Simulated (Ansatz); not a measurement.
We consider ZrSi2 (Cmcm, No. 63), described by PBEsol (plane waves, PAW; Ansatz, a first-principles code).

Numerical settings: plane-wave cutoff 520 eV, 16×16×16 k mesh, Fermi–Dirac smearing 0.056 eV (set by the program), scalar-relativistic PAW data made under PBE.

Cell (relaxed at this level):

```yaml
crystal:
  lattice:
    - [1.83797, -7.27680, 0.00000]
    - [1.83797, 7.27680, 0.00000]
    - [0.00000, 0.00000, 3.65708]
  atoms:
    - { symbol: Zr, position: [0.60465, 0.39535, 0.75000] }
    - { symbol: Zr, position: [0.39535, 0.60465, 0.25000] }
    - { symbol: Si, position: [0.94589, 0.05411, 0.75000] }
    - { symbol: Si, position: [0.05411, 0.94589, 0.25000] }
    - { symbol: Si, position: [0.24979, 0.75021, 0.75000] }
    - { symbol: Si, position: [0.75021, 0.24979, 0.25000] }
```

Task: Estimate the Voigt–Reuss–Hill bulk modulus, polycrystal shear modulus (Hill average), Young modulus and Poisson ratio that the calculation returns.

Result: 
Voigt–Reuss–Hill bulk modulus: 135 GPa
polycrystal shear modulus (Hill average): 103 GPa
Young modulus: 247 GPa
Poisson ratio: 0.196

Note: the relaxation could not lower the start's symmetry, so the cell can be a saddle point above a distorted one.

Elastic constants are with the ions relaxed.

The computed numbers hold no vibrational or temperature effects.

It cost roughly 5 core-hours of CPU time.
